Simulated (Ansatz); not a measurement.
## Predicting a run: rocksalt MgS (Fm-3m), hydrostatic pressure (both signs)

Cell and atoms relaxed with r2SCAN to each stress σ (compression positive); gaps by r2SCAN with spin-orbit coupling, rigid bands (plane waves, PAW; Ansatz, a program for electronic structure). Unloaded cell: a = 3.6792 Å, b = 3.6792 Å, c = 3.6792 Å, α = 60.00°, β = 60.00°, γ = 60.00°.

```
σ (GPa)  ln(V/V₀) (%)  gap (eV)
-------  ------------  --------
0                   0     3.433
-2.00            2.64     3.377
2.00            -2.40     3.484
10.00          -10.21     3.641
```

**Question.** Fit E_g = 3.433 eV + aσ + bσ² and ε = cσ + dσ² to the loaded rows by least squares.

**Answer.** a = 0.0268 eV/GPa, b = -5.96e-04 eV/GPa²; c = -1.26 %/GPa, d = 0.0242 %/GPa².

**Question.** One run was withheld, at σ = 5.00 GPa. Predict its gap and its ln(V/V₀), then set them beside the run.

**Answer.** E_g = 3.433 + (0.0268)(5.00) + (-5.96e-04)(5.00)² = 3.552 eV and ε = (-1.26)(5.00) + (0.0242)(5.00)² = -5.70 %. The run gave 3.550 eV and -5.61 %, misses of 0.002 eV and 0.09 percentage points.

Gaps are resolved to about 0.01 eV; third decimals are kept for the arithmetic. Every relaxation keeps the rocksalt phase (space group Fm-3m under this load), so a transition, a distortion that breaks the symmetry or fracture can't show.
